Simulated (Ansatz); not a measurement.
The starting structures come from a database of crystals and need not be the phases stable at ambient conditions.

 Where the default PAW files enter, the runs use the earlier of Ansatz's two default sets.

Tunnelling through a barrier is set by its complex band structure: the current falls as exp(−2κd) with the smallest κ.

Consider the following.

```xyz
3
Lattice="5.4249 0.0000 0.0000 0.0000 7.6719 0.0000 2.7124 3.8360 2.7124" Properties=species:S:1:pos:R:3 pbc="T T T"
K      2.7124     1.9180     0.0000
K      2.7124     5.7539     0.0000
Se     0.0000     0.0000     0.0000
```

Space group of this cell: Fm-3m, anti-fluorite. The cell is taken as given.

Transport runs along the normal of the first two printed cell vectors, the (110) plane of the conventional cell.

No gap correction and no spin-orbit coupling; mid-gap values are interpolated between computed energies.

Q: Estimate the band gap and the smallest decay constant κ at mid-gap that PBEsol (Ansatz, a quantum-chemistry and plane-wave program) returns for this system.

A: Gap 2.06 eV on a 12×12×12 mesh; κ = 0.237 1/Å, at the zone centre.
